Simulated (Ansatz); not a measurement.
Partial pair distribution functions of a relaxed model of amorphous silicon oxynitride (Si24O36N8), broadened by 0.06 Å; density 2.53 g/cm³. Level of theory: PBE, scalar-relativistic without spin-orbit coupling (plane waves to 420 eV, PAW; Ansatz, a program for electronic structure).

Preparation: random packing, a CHGNet melt and quench, and a DFT relaxation. O and N atoms were pushed apart under 1.9 Å during the dynamics, to hinder bonds among them. The hot cell started wider than the set density and was brought back towards it in steps. It is the lowest in DFT energy of 2 quenches. It is a model cell: composition and starting density were chosen by hand, and all elements were melted together. No dispersion term was used. Its density started from a set value of 2.77 and ended at 2.53 g/cm³. The simulated quench (nominally 150 K/ps over its main leg) is rapid and tends to freeze in more defects than a deposited or slowly cooled glass has. One small periodic cell is one sample of the glass; other quenches scatter about these values. Volume and shape were free in the relaxation.

| r (Å) | g Si-O | g Si-N | g Si-Si | g O-O |
|---|---|---|---|---|
| 1.40 | 0.01 | 0.00 | 0.00 | 0.00 |
| 1.50 | 1.28 | 0.04 | 0.00 | 0.00 |
| 1.60 | 11.28 | 2.41 | 0.00 | 0.00 |
| 1.70 | 8.80 | 14.65 | 0.00 | 0.00 |
| 1.80 | 0.63 | 11.15 | 0.00 | 0.00 |
| 1.90 | 0.00 | 1.15 | 0.00 | 0.00 |
| 2.00 | 0.00 | 0.01 | 0.00 | 0.00 |
| 2.10 | 0.00 | 0.00 | 0.00 | 0.00 |
| 2.20 | 0.00 | 0.00 | 0.00 | 0.00 |
| 2.30 | 0.00 | 0.00 | 0.02 | 0.03 |
| 2.40 | 0.05 | 0.00 | 0.32 | 0.54 |
| 2.50 | 0.08 | 0.00 | 0.43 | 2.19 |
| 2.60 | 0.01 | 0.00 | 0.06 | 3.49 |
| 2.70 | 0.04 | 0.00 | 0.33 | 3.50 |
| 2.80 | 0.18 | 0.00 | 1.48 | 2.23 |
| 2.90 | 0.31 | 0.01 | 3.23 | 1.56 |
| 3.00 | 0.42 | 0.18 | 3.24 | 1.06 |
| 3.10 | 0.61 | 0.55 | 3.45 | 0.68 |
| 3.20 | 0.95 | 0.77 | 2.53 | 0.50 |
| 3.30 | 1.23 | 0.84 | 0.90 | 0.63 |
| 3.40 | 1.23 | 0.61 | 0.12 | 0.56 |
| 3.50 | 1.16 | 0.22 | 0.01 | 0.85 |
| 3.60 | 1.16 | 0.40 | 0.12 | 0.93 |
| 3.70 | 1.25 | 0.96 | 0.34 | 0.67 |
| 3.80 | 1.21 | 1.52 | 0.73 | 0.63 |
| 3.90 | 1.33 | 1.34 | 0.66 | 0.44 |
| 4.00 | 1.46 | 2.01 | 0.40 | 0.46 |
| 4.10 | 1.75 | 1.88 | 0.47 | 0.64 |
| 4.20 | 1.92 | 1.55 | 0.57 | 0.84 |
| 4.30 | 1.42 | 1.50 | 0.94 | 0.70 |
| 4.40 | 1.36 | 1.59 | 0.86 | 0.89 |
| 4.50 | 1.00 | 1.37 | 1.23 | 0.89 |
| 4.60 | 0.67 | 0.84 | 0.98 | 1.18 |

Within 1.90 Å each Si has 3.00 O neighbours on average.
